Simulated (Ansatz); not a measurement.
Cell and atoms of amorphous In9Ga9Zn9O37Ba:

```
BaGa9In9Zn9O37
1.0
    9.72372     0.01172    -0.34777
    0.01172     9.24957    -0.00292
   -0.34777    -0.00292     9.30017
In Ga Zn O Ba
9 9 9 37 1
Cartesian
  1.82194   6.58128   1.28086
  0.36957   0.56590   8.72360
  2.23125   0.26852   2.55900
  4.22975   4.71788   2.91536
  8.16438   8.75353   5.89279
  3.25085   2.86709   0.24508
  0.48275   3.55063   2.63341
  0.73826   6.81140   4.37589
  2.95666   6.17633   7.36434
  7.13686   1.99487   3.69892
  0.48513   1.34092   4.87224
  4.56640   3.77761   6.47253
  9.34931   6.20452   7.11608
  8.45902   5.99049   0.88055
  2.78645   0.78159   6.74683
  8.84999   3.24032   8.67102
  6.10449   1.34848   7.68825
  5.49037   1.03060   1.72464
  3.64248   8.56196   9.01154
  3.95922   1.95915   4.31651
  6.30070   6.68704   7.33524
  7.45543   5.56783   3.89091
  6.00176   7.07865   1.36088
  7.79001   3.39500   5.97201
  1.25424   3.67352   6.45197
  8.82361   9.21563   2.01440
  6.39399   3.88908   0.07113
  8.22852   1.51574   5.14645
  4.75773   4.11939   1.02624
  9.15623   4.19861   7.07660
  0.96596   8.60084   1.17355
  9.46482   8.63716   4.19573
  7.37908   1.38275   1.98463
  3.82469   3.82592   4.72719
  1.00955   1.48191   6.73640
  2.52645   0.89287   8.72535
  3.42392   6.69644   0.03204
  0.39917   1.39050   2.92446
  6.25677   3.33940   7.31680
  7.90703   7.60778   1.60844
  2.41820   7.38254   3.24656
  6.91331   3.73990   4.26672
  7.80692   6.49781   5.87464
  5.72692   6.17574   3.13707
  5.53283   1.75285  -0.04121
  6.79242   5.96602  -0.16989
  2.47474   0.67475   4.70174
  5.56264   0.98637   3.77468
  8.13074   1.55676   8.17141
  4.40716   1.74717   6.49021
  4.80518   5.74185   6.47035
  6.34291   8.81619   6.94600
  1.14886   5.92658   6.25480
  3.62813   1.78656   2.14091
  1.07165   2.67260   0.49546
  0.21339   5.92406   0.06315
  4.81230   8.57594   1.46212
  2.21556   4.69725   2.18050
  8.32936   3.99902   0.85505
 -0.15369   8.09253   7.60916
  0.59870   3.26063   4.71663
  3.38953   8.25356   6.99280
  9.22581   5.56155   2.83858
  2.89261   3.95897   7.56742
  4.68683   7.98136   4.71226
```

Methods: PBE, scalar-relativistic without spin-orbit coupling (Ansatz, a first-principles code); r2SCAN, scalar-relativistic without spin-orbit coupling (Ansatz); HSE06, scalar-relativistic without spin-orbit coupling (Ansatz). Neutral PBE cell, which sets geometry, pressure and energy: sampling: a 2×2×2 Γ-centred mesh; Fermi-Dirac width 0.02 eV; no spin polarisation. Exact exchange is cut at the faces of this 9 Å cell, which leaves hybrid gaps a finite-size error.

It comes from a melt-quench run on a machine-learned potential (CHGNet), relaxed afterwards by DFT. O atoms were pushed apart under 1.9 Å during the dynamics, to hinder bonds among them. The hot cell started wider than the set density and was brought back towards it in steps. It is the lowest in DFT energy of 2 quenches. It is a model cell: composition and starting density were chosen by hand, and all elements were melted together. No dispersion term was used. Its density started from a set value of 5.92 and ended at 5.92 g/cm³. Cooling (nominally 210 K/ps over its main leg) ran many orders faster than in experiment, which tends to leave more defects and strain. Values belong to this one cell and scatter from quench to quench. The volume was held where the preparation left it and the shape relaxed.

Give the pressure and the spacing of the highest filled and lowest empty levels.


```yaml
Pressure on a 2×2×2 Γ-centred mesh: 2.48 GPa
Largest force and stress component on that mesh (the relaxation ran on the zone centre alone): 0.06 eV/Å and 2.6 GPa
Level gap on a 2×2×2 Γ-centred mesh (PBE): 0.83 eV
Level gap at the zone centre (PBE): 0.82 eV
Level gap at the zone centre (r2SCAN): 1.27 eV
Level gap at the zone centre (HSE06): 2.39 eV
Distance between the nearest levels spread over more than a fifth of the atoms or a third of the atoms of their main element (six at least) (PBE, zone centre): 0.87 eV
```

At PBE and the zone centre, how localised are the states just below and above the Fermi level (participation number: the atoms over which a state spreads)?

The highest filled state is spread over 11.5 atoms' worth, largest on O40, with weights by element (charge in smoothed Voronoi cells) O 0.81, Zn 0.17, Ga 0.01. The lowest empty state is spread over 56.7 atoms' worth, largest on In8, with weights by element (charge in smoothed Voronoi cells) O 0.52, In 0.22, Zn 0.14.

At PBE the levels at the filled edge of the gap are localised (band-tail or defect states).

Neighbours within In-In 3.12 Å, In-Ga 2.90 Å, In-Zn 2.90 Å, In-O 2.66 Å, In-Ba 3.93 Å, Ga-Ga 2.68 Å, Ga-Zn 2.68 Å, Ga-O 2.32 Å, Ga-Ba 3.71 Å, Zn-Zn 2.68 Å, Zn-O 2.50 Å, Zn-Ba 3.71 Å, O-O 1.58 Å, O-Ba 3.37 Å, Ba-Ba 4.73 Å count as bonded. Two cations that share two anions don't count as bonded, nor two that share one unless they lie closer than In-In 3.04 Å, In-Ga 2.82 Å, In-Zn 2.82 Å, In-Ba 3.82 Å, Ga-Ga 2.61 Å, Ga-Zn 2.61 Å, Ga-Ba 3.61 Å, Zn-Zn 2.61 Å, Zn-Ba 3.61 Å, Ba-Ba 4.60 Å.

Added carriers, by PBE, scalar-relativistic without spin-orbit coupling (Ansatz) on the zone centre alone. Charged cells keep the cell fixed and stand in a uniform background, with no image correction, at a width of 0.01 eV; where the count is odd the moment is locked at 1 μB, unless the neutral cell bore moments. Each starts from the undistorted neutral geometry alone. PBE's self-interaction favours spread-out carriers, so it can miss traps that a hybrid finds.

What happens at PBE when the cell takes an extra electron and the atoms relax?

Relaxation lowers the charged cell by 0.01 eV. The largest moves are O41 0.03 Å, In4 0.02 Å, O44 0.02 Å, In5 0.02 Å. The level that holds the added charge spreads over 56.5 atoms' worth, most on In8 (weight 0.04): a carrier spread over the cell. No bond crosses its cut-off with a change of over 0.15 Å (metal-metal contacts aside). Made neutral again at that geometry, the cell lies +0.01 eV from the neutral start.

What happens at PBE when the cell takes a hole and the atoms relax?

Relaxation lowers the charged cell by 0.09 eV. The largest moves are O40 0.14 Å, O31 0.08 Å, O32 0.08 Å, O33 0.06 Å. The level that was emptied spreads over 14.9 atoms' worth, most on O40 (weight 0.17): a partly localised carrier. No bond crosses its cut-off with a change of over 0.15 Å (metal-metal contacts aside). Made neutral again at that geometry, the cell lies +0.13 eV from the neutral start (a closed shell was imposed there, with levels 0.49 eV apart, so this is an upper bound).
